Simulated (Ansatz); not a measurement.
Input and output of a self-consistent single point for the (111) slab of Pt (cut from a parent of space group no. 225; 5 atoms in the cell) (Ansatz, a quantum-chemistry and plane-wave program).

Method of the run: PBEsol, default PAW files made with PBE (plane waves; Ansatz).

```
Pt
1.0
    2.76354     0.00000     0.00000
    1.38177     2.39330     0.00000
    0.00000     0.00000    23.02571
Pt
5
Direct
  0.33333   0.33333   0.30401
  0.66667   0.66667   0.40200
  0.00000   0.00000   0.50000
  0.33333   0.33333   0.59800
  0.66667   0.66667   0.69599
```

Reference input (self-consistent single point, DFT, PBEsol, plane waves, default PAW files made with PBE): basis.ecutwfc = 420 eV; kpoints.mp_grid.grid = 12 12 1; hamiltonian.xc = pbesol; hamiltonian.pseudopotentials = {kind: paw} (the program's default PAW files); scf.occupations.method = gaussian; scf.occupations.width = 0.1 eV. This run's input differs from it in these lines:

Ansatz 0.2 input:
```diff
@@ -12,3 +12,3 @@
 basis:
-  ecutwfc: 420.0
+  ecutwfc: 210.0
 kpoints:
```

The program printed (abridged):

```
SCF iter   1: F=—  HF=-61881.982155 eV  |F-HF|=—  |Δ(HF+E_count)|=         —  Δρ=9.16e-2  dr2=9.71e0  ethr=1.77e-3  ⟨swp⟩=8.4  Hψ=4394  notcnv=0  defer=5
all-band conjugate gradients solve this SCF's bands
preconditioner: auto → LDOS
SCF iter   2: F=—  HF=-61881.138399 eV  |F-HF|=—  |Δ(HF+E_count)|=   8.44e-1  Δρ=6.27e-2  dr2=6.17e0  ethr=1.77e-3  ⟨swp⟩=3.0  Hψ=2688  notcnv=0  defer=50
   [... lines left out ...]
SCF iter   8: F=—  HF=-61879.140938 eV  |F-HF|=—  |Δ(HF+E_count)|=   8.48e-6  Δρ=1.50e-4  dr2=4.55e-5  ethr=1.53e-7  ⟨swp⟩=2.8  Hψ=1930  notcnv=0  defer=53
SCF iter   9: F=—  HF=-61879.140893 eV  |F-HF|=—  |Δ(HF+E_count)|=   4.44e-5  Δρ=3.39e-5  dr2=1.70e-6  ethr=5.05e-8  ⟨swp⟩=3.3  Hψ=2034  notcnv=0  defer=53
SCF iter  10: F=—  HF=-61879.140893 eV  |F-HF|=—  |Δ(HF+E_count)|=   4.30e-7  Δρ=9.37e-6  dr2=2.85e-7  ethr=1.88e-9  ⟨swp⟩=2.1  Hψ=1805  notcnv=0  defer=53
SCF iter  11: F=-61879.140893 eV  HF=-61879.140893 eV  |F-HF|=5.64e-8  |Δ(HF+E_count)|=   5.96e-8  Δρ=3.58e-6  dr2=4.62e-8  ethr=1.11e-10  ⟨swp⟩=12.6  Hψ=4531  notcnv=0
SCF 1 converged in 11 iterations: F = -61879.140893 eV  dr2 = 4.62e-8
Free energy (F): -61879.140893 eV
Internal energy: -61879.084936 eV  (E = F + TS)
E sigma→0 (E₀):  -61879.112915 eV
Entropy (-TS):   -0.055956 eV (-11.191 meV/atom)
Fermi energy:    8.418947 eV
--- Forces (eV/Å), atoms counted from 1 ---
  atom   1  Pt    -0.00000000    -0.00000000    -0.48433209
  atom   2  Pt     0.00000000    -0.00000000     0.16555346
  atom   3  Pt     0.00000000     0.00000000     0.00000000
  atom   4  Pt    -0.00000000     0.00000000    -0.16555346
  atom   5  Pt     0.00000000     0.00000000     0.48433209
--- Stress (GPa, compression-positive) ---
        0.257498       0.000000       0.000000
        0.000000       0.257498       0.000000
        0.000000       0.000000       3.132750
  P = ⅓ Tr σ = 1.2159 GPa (12.159 kbar)
  The stress holds the Pulay correction. Without it, at fixed plane waves, as pw.x and ABINIT print it: P = -204.3467 GPa
```

The run converged in 11 iterations. Against the reference run the free energy goes up by 7.69 eV/atom and the largest force goes from 0.273 to 0.484 eV/Å.

The starting cell has typed, rounded lattice constants, without a prior relaxation at this level. The slab is cut from that crystal, and its faces are unrelaxed. Its lattice was rescaled by up to half a per cent. Spin-orbit coupling is off. Spin polarisation is off. The cutoff lies below the one recommended for these files.
